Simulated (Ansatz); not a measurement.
**HfRh3 (Pm-3m): resistivity and electron-phonon coupling**

```yaml
crystal:
  lattice:
    - [3.89419, 0.00000, 0.00000]
    - [0.00000, 3.89419, 0.00000]
    - [0.00000, 0.00000, 3.89419]
  atoms:
    - { symbol: Hf, position: [0.00000, 0.00000, 0.00000] }
    - { symbol: Rh, position: [0.50000, 0.00000, 0.50000] }
    - { symbol: Rh, position: [0.00000, 0.50000, 0.50000] }
    - { symbol: Rh, position: [0.50000, 0.50000, 0.00000] }
```

These are PBEsol, DFPT electron-phonon coupling, linearised Boltzmann equation (plane waves, PAW, scalar-relativistic; Ansatz, a quantum-chemistry and plane-wave program) values and carry that method's errors. How the cell was made: relaxed with this functional, without spin-orbit coupling.

```yaml
resistivity at 300 K: 11.2 μΩ·cm
electron mean free path at 300 K (weighted by the current that each state carries): 7.7 nm
electron-phonon coupling λ: 0.38
transport coupling λ_tr: 0.38
logarithmic_mean_phonon_energy: 18.3 meV
density of states at the Fermi level: 1.77 states/(eV·spin·cell)
drude_plasma_energy: 6.1 eV
Hall coefficient at 300 K: 26 ×10⁻¹¹ m³/C
```

A metal at this level (no band gap). Only scattering by harmonic phonons is included (no impurities, grain boundaries, electron-electron scattering or thermal expansion). Spin-orbit coupling is left out, which matters with elements this heavy. The run warned that the eigensolver left some states short of its tolerance. Halving the electron mesh (24x24x24) moves the resistivity by up to 3 % at 300 K, the mean free path by up to 2 %, the coupling by up to 2 %. Smearing 0.20 eV; phonons on a 4x4x4 q mesh, which this run doesn't test and which matters most at low temperature.

Formula and space group known from diffraction (Crystallography Open Database), not checked to be the room-temperature form: HfRh3 (Pm-3m).
